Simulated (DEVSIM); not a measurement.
Device: Ru/Al2O3/p-Ge capacitor, at 300 K.

| layer (left to right) | material | thickness (nm) | Na (cm⁻³) |
|---|---|---|---|
| 1 | Al2O3 | 3.40 | - |
| 2 | Ge | 6700 | 7.9e15 |

Metal gate on the left, work function 4.7 eV. Fixed charge at the semiconductor interface -2.6e11 cm⁻² (in units of +e); no interface traps.

The device is made up for the run: typed textbook-type constants, with dimensions and the other settings drawn at random. Values at 300 K.

| parameter | Al2O3 | Ge |
|---|---|---|
| gap (eV) | 6.8 | 0.664 |
| affinity (eV) | 1.35 | 4 |
| permittivity | 9 | 16 |
| Nc (cm⁻³) | - | 1.04e19 |
| Nv (cm⁻³) | - | 6e18 |

Simulated with DEVSIM: 1D Poisson equation in equilibrium, Boltzmann statistics, complete ionisation; no quantum confinement or tunnelling. Metal contacts follow the ideal Schottky-Mott rule: no Fermi-level pinning, no interface dipoles.

Base results: minimum of the low-frequency capacitance (μF/cm²) 0.0686; threshold voltage (band bending 2φF) (V) 0.55; capacitance of the dielectric stack (μF/cm²) 2.34; flat-band voltage (V) 0.23.

Question: What follows from this one change: Al2O3 thickness 0.0034 → 0.0024 μm?

Answer: minimum of the low-frequency capacitance little changed (0.0684 μF/cm²); threshold voltage (band bending 2φF) little changed (0.54 V); capacitance of the dielectric stack 2.34 → 3.32 μF/cm²; flat-band voltage little changed (0.22 V).

Question: What follows from this one change: substrate doping 7.9e+15 → 4e+14 cm^-3?

Answer: minimum of the low-frequency capacitance 0.0686 → 0.0266 μF/cm²; threshold voltage (band bending 2φF) 0.55 → 0.46 V; capacitance of the dielectric stack little changed (2.34 μF/cm²); flat-band voltage 0.23 → 0.30 V.

Question: What follows from this one change: interface trap density 0 → 1e+10 cm^-2 eV^-1?

Answer: minimum of the low-frequency capacitance 0.0686 → 0.0702 μF/cm²; threshold voltage (band bending 2φF) little changed (0.55 V); capacitance of the dielectric stack little changed (2.34 μF/cm²); flat-band voltage little changed (0.23 V).
